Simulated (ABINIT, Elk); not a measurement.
An Elk input for a self-consistent single point of ScGe (Cmcm, 4 atoms in the cell) (DFT, PBEsol, all-electron FP-LAPW, Elk's shipped species files, APW+lo basis with extra local orbitals):

```
tasks
  0

xctype
  22

rgkmax
  7.5

gmaxvr
  14.0

nxlo
  2

lorbcnd
  .true.

rmtscf
  0.94

lmaxi
  3

stype
  3

swidth
  0.00367493

scale
  1.889726125

avec
    1.9555260000   -4.9265840000    0.0000000000
    1.9555260000    4.9265840000    0.0000000000
    0.0000000000    0.0000000000    3.6820860000

atoms
  2   : nspecies
  'Sc.in'   : spfname
  2   : natoms; atposl, bfcmt below
  0.8630100000  0.1369900000  0.7500000000    0.0 0.0 0.0
  0.1369900000  0.8630100000  0.2500000000    0.0 0.0 0.0
  'Ge.in'   : spfname
  2   : natoms; atposl, bfcmt below
  0.5895100000  0.4104900000  0.7500000000    0.0 0.0 0.0
  0.4104900000  0.5895100000  0.2500000000    0.0 0.0 0.0

ngridk
  7 7 7
```

### Question
Translate this input to ABINIT.

### Answer
One input that does it (others would too):

```
# ScGe, PseudoDojo nc-sr-04 PBEsol standard
pp_dirpath "./"
pseudos "Sc.upf, Ge.upf"
acell 5.3005010938 5.3005010938 3.6820860000 Angstrom
rprim
         0.3689322887   -0.9294562746    0.0000000000
         0.3689322887    0.9294562746    0.0000000000
         0.0000000000    0.0000000000    1.0000000000
natom 4
ntypat 2
znucl 21 32
typat 1 1 2 2
xcart
         3.6954085696   -6.7591695976    5.2186005805
         3.6954085696    6.7591695976    1.7395335268
         3.6954085696   -1.6666573116    5.2186005805
         3.6954085696    1.6666573116    1.7395335268
ecut 1061 eV
occopt 3
tsmear 0.00367493
nband 33
kptopt 1
ngkpt 7 7 7
nshiftk 1
shiftk 0 0 0
nstep 50
tolvrs 1.0e-10
prtwf 0
prtden 0
enunit 1
```

Basis, cutoffs, solver keys and any potentials are the target program's own. This input uses DFT, PBEsol, plane waves, norm-conserving pseudopotentials (PseudoDojo nc-sr-04 PBEsol standard).

The starting cell comes from a database of computed structures (which also holds hypothetical and non-ambient phases and stackings), without a prior relaxation at this level. Its lattice was rescaled by a random factor within 2.5 % of one.
